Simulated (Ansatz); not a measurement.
Consider C in the diamond structure (space group Fd-3m, No. 227; a = 3.5603 Å). Axes: x, y, z lie along the cube axes.

Level of theory: Ansatz (an electronic-structure program), r2SCAN, PAW, cutoff 500 eV, no spin-orbit coupling.

Base values:

| Property | Result |
|---|---|
| Valley order | a point along ⟨100⟩, about 1.3 Å⁻¹ from Γ 4.36 eV |
| Valence-band top at Γ | 0.00, 0.00, 0.00 eV |
| Pressure | 0.01 GPa |
| Volume per atom | 5.64 Å³ |

One thing is altered: biaxial strain −1.00 %, plane normal [001], relaxed out of plane (Cartesian); in-plane vectors clamped, the third vector and the atoms free.

**Question.** What does the calculation give for the valley order, valence-band top at Γ, pressure and volume per atom after the change?

**Answer.** The valley order (the lowest conduction-band minima on the path, energy above the VBM, named in the base's zone) goes from a point along ⟨100⟩, about 1.3 Å⁻¹ from Γ 4.36 eV to a point along [100], about 1.3 Å⁻¹ from Γ 4.24 eV; a point along [001], about 1.3 Å⁻¹ from Γ 4.55 eV; the valence-band top at Γ (three highest levels, from the VBM) changes from 0.00, 0.00, 0.00 eV to 0.00, 0.00, -0.20 eV; the pressure (mean of the normal stresses, compression positive) increases by 8.35 GPa, from 0.01 GPa to 8.36 GPa; the volume per atom decreases by 0.10 Å³, from 5.64 Å³ to 5.54 Å³.

The levels and masses belong to the bands next to the band gap. Stability against distortions was not tested.
